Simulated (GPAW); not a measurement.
GPAW run on Rb (Im-3m, 1 atom in the cell): self-consistent single point.

Level of theory: LDA (Perdew-Wang 92), GPAW PAW datasets LDA (gpaw-data 1.0.1) (plane waves; GPAW).

```yaml
crystal:
  lattice:
    - [-2.83347, 2.83347, 2.83347]
    - [2.83347, -2.83347, 2.83347]
    - [2.83347, 2.83347, -2.83347]
  atoms:
    - { symbol: Rb, position: [0.00000, 0.00000, 0.00000] }
```

Reference input (self-consistent single point, DFT LDA (Perdew-Wang 92), plane waves, GPAW PAW datasets LDA (gpaw-data 1.0.1)): mode = pw; ecut = 600 eV; xc = LDA; kpts = 5 5 5; mesh shift (steps) = 0 0 0; occupations.name = fermi-dirac; occupations.width = 0.1 eV; nbands = -9; convergence.density = 1e-05 e/electron; convergence.energy = 1e-05 eV/electron; symmetry.symmorphic = false; symmetry.tolerance = 0.0005. This run's input differs from it in these lines:

```diff
@@ -13,4 +13,4 @@
             xc='LDA',
-            kpts=(5, 5, 5),
-            occupations={'name': 'fermi-dirac', 'width': 0.1},
+            kpts=(19, 19, 19),
+            occupations={'name': 'improved-tetrahedron-method'},
             nbands=-9,
```

The program printed (abridged):

```
     iter     time        total  log10-change:
                         energy   eigst   dens
iter:   1 --:--:--    -1.159296
iter:   2 --:--:--    -1.140590   -2.71  -1.37
iter:   3 --:--:--    -1.026900   -2.28  -1.40
iter:   4 --:--:--    -1.026739   -3.99  -1.83
iter:   5 --:--:--    -1.027810   -3.73  -1.79
iter:   6 --:--:--    -1.027573   -4.20  -2.44
iter:   7 --:--:--    -1.027599   -5.40  -3.18
iter:   8 --:--:--    -1.027569c  -6.00  -2.93
iter:   9 --:--:--    -1.027568c  -6.79  -3.95
iter:  10 --:--:--    -1.027569c  -7.65c -4.60
iter:  11 --:--:--    -1.027568c  -7.99c -4.36
iter:  12 --:--:--    -1.027568c  -9.26c -5.53c
Converged after 12 iterations.

Dipole moment: (0.000000, -0.000000, -0.000000) |e|*Ang

Energy contributions relative to reference atoms: (reference = -81006.756710)

Kinetic:         +0.484059
Potential:       -0.452927
External:        +0.000000
XC:              -1.047183
Entropy (-ST):   +0.000000
Local:           -0.011517
SIC:             +0.000000
--------------------------
Free energy:     -1.027568
Extrapolated:    -1.027568

Showing only first 2 kpts
 Kpt  Band  Eigenvalues  Occupancy
  0     2    -11.94642    2.00000
  0     3    -11.94642    2.00000
  0     4     -1.01998    2.00000
  0     5      4.55211    0.00000

  1     2    -11.94732    2.00000
  1     3    -11.94642    2.00000
  1     4     -0.98688    2.00000
  1     5      4.50669    0.00000

Fermi level: 0.97518

No gap
No difference between direct/indirect transitions
Energy (eV): -1.027568

Forces in eV/Ang:
  0 Rb    0.00000    0.00000    0.00000

Stress tensor:
     0.002720     0.000000    -0.000000
     0.000000     0.002720     0.000000
    -0.000000     0.000000     0.002720
Stress (GPa, Voigt): [ 0.4359  0.4359  0.4359  0.     -0.      0.    ]
```

The run converged in 12 iterations. GPAW prints stress with tension positive. Against the reference run the free energy goes up by 21.9 meV/atom and the pressure stays at -0.44 GPa.

The starting cell has typed, rounded lattice constants, without a prior relaxation at this level. Its lattice was rescaled by up to half a per cent.

Cost on one core of a shared machine: roughly 2 min.
